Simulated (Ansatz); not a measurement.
Results of r²SCAN (Ansatz, a quantum-chemistry and plane-wave program, plane waves, PAW) for KCSN (Pbcm, No. 57).

Run with plane-wave cutoff 560 eV, 6×6×6 k mesh, Fermi–Dirac smearing 0.01 eV, scalar-relativistic PAW data made under PBE.

Cell (relaxed at this level):

Space group Pbcm (No. 57); a = 6.699 Å, b = 6.663 Å, c = 7.516 Å, α = β = γ = 90.00°

| atom | site | symmetry | x | y | z |
|---|---|---|---|---|---|
| K | 4c | 2.. | 0.1966 | 0.2500 | 0.0000 |
| C | 4d | ..m | 0.2313 | 0.7895 | 0.2500 |
| S | 4d | ..m | 0.6025 | 0.1111 | 0.2500 |
| N | 4d | ..m | 0.1103 | 0.9184 | 0.2500 |

Question: Estimate the bulk modulus, band gap, smallest direct gap on the k points sampled and pressure derivative B′ of the bulk modulus that the calculation returns.

Answer: 
bulk modulus: 18.0 GPa
band gap: 4.51 eV (indirect)
smallest direct gap on the k points sampled: 4.55 eV
pressure derivative B′ of the bulk modulus: 5.3

Note: the bulk modulus comes from volumes at which shape and atoms were relaxed.
